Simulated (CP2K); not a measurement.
Band structure of C (Fd-3m, 2 atoms in the cell).

```xyz
2
Lattice="2.4826 0.0000 0.0000 1.2413 2.1500 0.0000 1.2413 0.7167 2.0270" Properties=species:S:1:pos:R:3 pbc="T T T"
C      2.4826     1.4333     1.0135
C      3.7239     2.1500     1.5203
```

Level of theory: PBE, GPW, DZVP-MOLOPT-SR-GTH basis, GTH-PBE potentials (GTH_POTENTIALS) run with CP2K 2026.2.

Settings: CUTOFF = 400 Ry; REL_CUTOFF = 40 Ry; SMEAR/METHOD = FERMI_DIRAC; ELECTRONIC_TEMPERATURE = 580.23 K; KPOINTS/SCHEME = MONKHORST-PACK 13 13 13; XC_FUNCTIONAL = PBE; C/BASIS_SET = DZVP-MOLOPT-SR-GTH-q4; C/POTENTIAL = GTH-PBE-q4; METHOD = GPW; EPS_DEFAULT = 1e-11; EXTRAPOLATION = USE_GUESS; NGRIDS = 4; SCF_GUESS = ATOMIC; EPS_SCF = 1e-06.

The starting cell comes from a database of computed structures (which also holds hypothetical and non-ambient phases and stackings), without a prior relaxation at this level. Its lattice was rescaled by a random factor within 2.5 % of one. Values carry the incompleteness of an atom-centred basis.

Question: Predict the gap along the standard path and the places of the band edges.

Answer: The gap along the path is 4.38 eV, from Γ to a point between Γ and X; the smallest direct gap on it is 5.74 eV.

Levels in eV from the top of the valence band on the SCF mesh, bands 1 to 5:
| point | 1 | 2 | 3 | 4 | 5 |
|---|---|---|---|---|---|
| Γ | -22.07 | 0.00 | 0.00 | 0.00 | 5.74 |
| X | -13.09 | -13.09 | -6.57 | -6.57 | 5.07 |
| W | -12.22 | -12.22 | -8.73 | -8.73 | 11.19 |
| K | -13.24 | -12.03 | -9.77 | -5.60 | 5.99 |
| L | -16.06 | -13.90 | -2.92 | -2.92 | 8.82 |
| U | -13.24 | -12.03 | -9.77 | -5.60 | 5.99 |

Higher empty bands are left out: an atom-centred basis made for the valence describes them poorly.
